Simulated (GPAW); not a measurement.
## A self-consistent single point of Cu (Fm-3m, 1 atom in the cell) with GPAW

Method of the run: PBE, GPAW PAW datasets PBE (gpaw-data 1.0.1) (plane waves; GPAW).

This input was run:

```python
from ase import Atoms
from ase.units import GPa
from gpaw import GPAW, PW

atoms = Atoms(['Cu'],
              cell=[[0.000000, 1.810415, 1.810415],
                    [1.810415, 0.000000, 1.810415],
                    [1.810415, 1.810415, 0.000000]],
              positions=[[0.000000, 0.000000, 0.000000]],
              pbc=True)

calc = GPAW(mode=PW(800),
            xc='PBE',
            kpts={'size': (10, 10, 10), 'gamma': True},
            occupations={'name': 'methfessel-paxton', 'width': 0.1, 'order': 0},
            nbands=-9,
            convergence={'forces': 0.001},
            symmetry={'symmorphic': False, 'tolerance': 0.0005},
            maxiter=120)

atoms.calc = calc

energy = atoms.get_potential_energy()
print('Energy (eV):', round(energy, 6))
forces = atoms.get_forces()
print('Forces (eV/Ang):')
print(forces.round(5))
stress = atoms.get_stress()
print('Stress (GPa, Voigt):', (stress / GPa).round(4))
```

The program printed (abridged):

```
Input parameters:
  convergence: {forces: 0.001}
  kpts: {gamma: True,
         size: (10, 10, 10)}
  maxiter: 120
  mode: {ecut: 800.0,
         name: pw}
  nbands: -9
  occupations: {name: methfessel-paxton,
                order: 0,
                width: 0.1}
  symmetry: {symmorphic: False,
             tolerance: 0.0005}
  xc: PBE

species:
  Cu:
    name: Copper
    Z: 29.0
    valence: 11
    core: 18
    charge: 0.0
    file: Cu.PBE.gz

    # Using partial waves for Cu as LCAO basis

Reference energy: -45021.451841  # eV

Spin-paired calculation

Convergence criteria:
 Maximum [total energy] change in last 3 cyles: 0.0005 eV / valence electron
 Maximum integral of absolute [dens]ity change: 0.0001 electrons / valence electron
 Maximum integral of absolute [eigenst]ate change: 4e-08 eV^2 / valence electron
 Maximum change in the atomic [forces] across last 2 cycles: 0.001 eV/Ang OR
Maximum error relative to the maximum force is below inf
 Maximum number of scf [iter]ations: 120

Symmetries present (total): 48
Symmetries with fractional translations: 0
1000 k-points: 10 x 10 x 10 Monkhorst-Pack grid + [1/20,1/20,1/20]
47 k-points in the irreducible part of the Brillouin zone
       k-points in crystal coordinates                weights
   0:     0.00000000    0.00000000    0.00000000          1/1000
   1:     0.10000000    0.10000000    0.00000000          6/1000
   2:     0.10000000    0.10000000    0.10000000          8/1000
   [... 7 lines left out ...]
          ...
  46:     0.50000000    0.50000000    0.50000000          4/1000

Wave functions: Plane wave expansion
  Cutoff energy: 800.000 eV
  Number of coefficients (min, max): 592, 620
  Pulay-stress correction: 0.000000 eV/Ang^3 (de/decut=0.000000)

Occupation numbers: Methfessel-Paxton:
  width: 0.1000  # eV
  order: 0

Eigensolver

Densities:
  Coarse grid: 18*18*18 grid
  Fine grid: 36*36*36 grid
  Total Charge: 0.000000

Density mixing:
  Method: separate
  Backend: pulay
  Linear mixing parameter: 0.05
  old densities: 5
  Damping of long wavelength oscillations: 50

Hamiltonian:
  XC and Coulomb potentials evaluated on a 36*36*36 grid
  External potential:
    NoExternalPotential

XC parameters: PBE with 2 nearest neighbor stencil

Number of atoms: 1
Number of atomic orbitals: 9
Number of bands in calculation: 14
Number of valence electrons: 11
Bands to converge: occupied

Density initialized from atomic densities
  9 bands from LCAO basis set
  5 bands from random numbers

Atomic positions and initial magnetic moments

Positions:
   0 Cu     0.000000    0.000000    0.000000    ( 0.0000,  0.0000,  0.0000)

Unit cell:
           periodic     x           y           z      points  spacing
  1. axis:    yes    0.000000    1.810415    1.810415    18     0.1161
  2. axis:    yes    1.810415    0.000000    1.810415    18     0.1161
  3. axis:    yes    1.810415    1.810415    0.000000    18     0.1161

  Lengths:   2.560313   2.560313   2.560313
  Angles:   60.000000  60.000000  60.000000

Effective grid spacing dv^(1/3) = 0.1267

     iter     time        total  log10-change:
                         energy   eigst   dens  force
iter:   1 --:--:--    -4.644527
iter:   2 --:--:--    -4.277981   -2.48  -1.18
iter:   3 --:--:--    -3.714371   -1.74  -1.27
iter:   4 --:--:--    -3.713575   -3.82  -1.83
iter:   5 --:--:--    -3.689734   -3.15  -1.91
iter:   6 --:--:--    -3.689829   -4.20  -3.24
iter:   7 --:--:--    -3.689868c  -5.09  -3.21
iter:   8 --:--:--    -3.689793c  -5.61  -3.19
iter:   9 --:--:--    -3.689793c  -7.53c -4.24c
iter:  10 --:--:--    -3.689794c  -7.88c -4.34c -22.18c

Converged after 10 iterations.

Dipole moment: (-0.000000, -0.000000, -0.000000) |e|*Ang

Energy contributions relative to reference atoms: (reference = -45021.451841)

Kinetic:        -12.806123
Potential:      +10.059184
External:        +0.000000
XC:              -1.029497
Entropy (-ST):   -0.002945
Local:           +0.088114
SIC:             +0.000000
--------------------------
Free energy:     -3.691267
Extrapolated:    -3.689794

Showing only first 2 kpts
 Kpt  Band  Eigenvalues  Occupancy
  0     3      4.97696    2.00000
  0     4      5.78916    2.00000
  0     5      5.78916    2.00000
  0     6     30.93929    0.00000

  1     3      5.09011    2.00000
  1     4      5.66542    2.00000
  1     5      5.84028    2.00000
  1     6     29.48840    0.00000

Fermi level: 7.87138

No gap
No difference between direct/indirect transitions
Energy (eV): -3.689794

Forces in eV/Ang:
  0 Cu   -0.00000    0.00000    0.00000

Stress tensor:
    -0.011704     0.000000    -0.000000
     0.000000    -0.011704     0.000000
    -0.000000     0.000000    -0.011704
Stress (GPa, Voigt): [-1.8752 -1.8752 -1.8752  0.     -0.      0.    ]
```

The run converged in 10 iterations. GPAW prints stress with tension positive.

The starting cell has typed, rounded lattice constants, without a prior relaxation at this level. Its lattice was rescaled by up to half a per cent. Spin polarisation is off.
